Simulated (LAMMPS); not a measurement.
Molecular dynamics of ZnS (zinc blende), 4096 atoms, at 1200 K and 2 GPa, heated as the crystal.

Model: classical MD, pair style sw, file CdTeZnSeHgS0.sw; code LAMMPS.

| frequency (THz) | vibrational (phonon) density of states (1/THz), total | vibrational (phonon) density of states (1/THz), S | vibrational (phonon) density of states (1/THz), Zn |
|---|---|---|---|
| 0.1135 | 0.0000 | 0.0000 | 0.0000 |
| 0.5675 | 0.0024 | 0.0008 | 0.0015 |
| 1.022 | 0.0081 | 0.0028 | 0.0053 |
| 1.477 | 0.0188 | 0.0066 | 0.0122 |
| 1.930 | 0.0317 | 0.0108 | 0.0209 |
| 2.385 | 0.0588 | 0.0196 | 0.0391 |
| 2.838 | 0.1099 | 0.0360 | 0.0739 |
| 3.292 | 0.1466 | 0.0468 | 0.0998 |
| 3.747 | 0.1463 | 0.0456 | 0.1008 |
| 4.202 | 0.1232 | 0.0366 | 0.0866 |
| 4.655 | 0.0803 | 0.0227 | 0.0577 |
| 5.110 | 0.0243 | 0.0068 | 0.0175 |
| 5.563 | 0.0224 | 0.0057 | 0.0167 |
| 6.018 | 0.0284 | 0.0061 | 0.0223 |
| 6.471 | 0.0452 | 0.0076 | 0.0376 |
| 6.926 | 0.0880 | 0.0088 | 0.0792 |
| 7.380 | 0.0988 | 0.0061 | 0.0926 |
| 7.835 | 0.0283 | 0.0019 | 0.0264 |
| 8.288 | 0.0066 | 0.0018 | 0.0048 |
| 8.742 | 0.0059 | 0.0026 | 0.0033 |
| 9.197 | 0.0066 | 0.0036 | 0.0030 |
| 9.652 | 0.0076 | 0.0047 | 0.0028 |
| 10.11 | 0.0088 | 0.0062 | 0.0026 |
| 10.56 | 0.0115 | 0.0088 | 0.0027 |
| 11.01 | 0.0193 | 0.0161 | 0.0032 |
| 11.47 | 0.0557 | 0.0499 | 0.0058 |
| 11.92 | 0.1225 | 0.1091 | 0.0134 |
| 12.38 | 0.1899 | 0.1523 | 0.0377 |
| 12.83 | 0.3721 | 0.2770 | 0.0950 |
| 13.28 | 0.2177 | 0.1617 | 0.0561 |
| 13.74 | 0.0378 | 0.0290 | 0.0089 |
| 14.19 | 0.0136 | 0.0107 | 0.0029 |
| 14.65 | 0.0086 | 0.0069 | 0.0017 |
| 15.10 | 0.0070 | 0.0057 | 0.0013 |
| 15.56 | 0.0064 | 0.0052 | 0.0011 |
| 16.01 | 0.0060 | 0.0050 | 0.0011 |
| 16.46 | 0.0051 | 0.0043 | 0.0009 |
| 16.92 | 0.0040 | 0.0033 | 0.0007 |
| 17.37 | 0.0031 | 0.0026 | 0.0005 |
| 17.83 | 0.0023 | 0.0020 | 0.0004 |
| 18.28 | 0.0020 | 0.0017 | 0.0003 |
| 18.73 | 0.0021 | 0.0018 | 0.0004 |
| 19.19 | 0.0023 | 0.0019 | 0.0004 |
| 19.64 | 0.0023 | 0.0018 | 0.0005 |
| 20.10 | 0.0020 | 0.0016 | 0.0004 |
| 20.55 | 0.0013 | 0.0010 | 0.0003 |
| 21.01 | 0.0007 | 0.0006 | 0.0001 |
| 21.46 | 0.0005 | 0.0004 | 0.0001 |
| 21.91 | 0.0004 | 0.0004 | 0.0001 |
| 22.37 | 0.0004 | 0.0003 | 0.0001 |

Main features:
- state found: crystal; no diffusion seen in 30 ps
- mean frequency of the vibrational (phonon) density of states: 8.8 THz

Caution: in nature this polymorph isn't the stable one over the whole range of temperature at this pressure, and short runs keep a crystal in its starting form. Caution: a run this short can hold a crystal over, or a liquid under, the potential's own melting point, which these runs don't give.
